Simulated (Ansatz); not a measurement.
## Competing hops of Pd-vacancy pair in bcc Mo, neutral cell

Defect migration in bcc Mo: Pd-vacancy pair (Pd on one host Mo site, one Mo site vacant), neutral cell. Method: PBE, PAW (plane waves to 420 eV; Ansatz, a program for electronic structure).

Cell of 36 host sites held at the relaxed PBE lattice; a 2×2×3 k-point mesh shifted by half a step; Fermi-Dirac width 0.10 eV, spin-restricted; finite-size errors left in. Static, classical nuclei. Forms of the defect that were not tried may lie lower.

Barriers: single points on a 3×3×5 k-point mesh shifted by half a step at the bands' geometries (they differ from the bands' own by up to 0.08 eV, and are uncertain by about as much).

```
Route                                                                                               Start site over the lowest site run (eV)  Hop (Å)  Forward barrier (eV)  Backward barrier (eV)                                                                         Neighbours at the start                    Neighbours at the saddle                        Saddle order  Forward, on the band's own sampling (eV)
--------------------------------------------------------------------------------------------------  ----------------------------------------  -------  --------------------  ---------------------  ----------------------------------------------------------------------------------------------  ------------------------------------------  ----------------------------------  ----------------------------------------
direct exchange of Pd with the vacancy (Pd-vacancy distance between ideal sites 2.74 Å throughout)                                      0.00     2.22                  0.54                   0.54  2 Mo at 2.71, Mo at 2.74, 3 Mo at 2.85, 2 Mo at 2.97, 2 Mo at 2.98, 2 Mo at 3.30, Mo at 3.35 Å  4 Mo at 2.69, 2 Mo at 2.72, 6 Mo at 3.38 Å  not checked, on a symmetry element                                      0.46
```

Paths come from nudged elastic bands with a climbing image.  A band can be held on a symmetry element, so unchecked saddle points there may be too high.
